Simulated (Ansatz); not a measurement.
Take MoSi₂ (space group I4/mmm, No. 139; a = 3.190 Å, c = 7.822 Å; relaxed with 0.1 eV smearing) as the base. Axes: x, y, z lie along a, b, c of the conventional cell.

Method: DFT with PBEsol, PAW potentials and a 420 eV plane-wave cutoff in Ansatz (a first-principles code), no spin-orbit coupling.

Strains are applied to the cell and any free atomic positions relax; under biaxial strain the out-of-plane vector relaxes too.

One change was made to it. Results:

```json
[
 {"quantity": "energy relative to the base (free energy F)", "base": "0 meV/atom", "after": "+17 meV/atom"},
 {"quantity": "volume per atom", "base": "13.27 Å³", "after": "12.85 Å³"}
]
```

**Question.** What was done to the base?
A. biaxial strain −2.00 %, plane normal [001], relaxed out of plane
B. biaxial strain +2.00 %, plane normal [001], relaxed out of plane
C. biaxial strain −1.00 %, plane normal [001], relaxed out of plane
D. biaxial strain +3.00 %, plane normal [001], relaxed out of plane
E. biaxial strain −0.50 %, plane normal [001], relaxed out of plane

**Answer.** A, biaxial strain −2.00 %, plane normal [001], relaxed out of plane. For comparison, the energy relative to the base in the other runs: biaxial strain +3.00 %, plane normal [001], relaxed out of plane gives +35 meV/atom; biaxial strain −1.00 %, plane normal [001], relaxed out of plane gives +4.2 meV/atom; biaxial strain +2.00 %, plane normal [001], relaxed out of plane gives +16 meV/atom; biaxial strain −0.50 %, plane normal [001], relaxed out of plane gives +1.0 meV/atom.

Whether these cells are dynamically stable was not tested. All final runs are without spin polarisation.
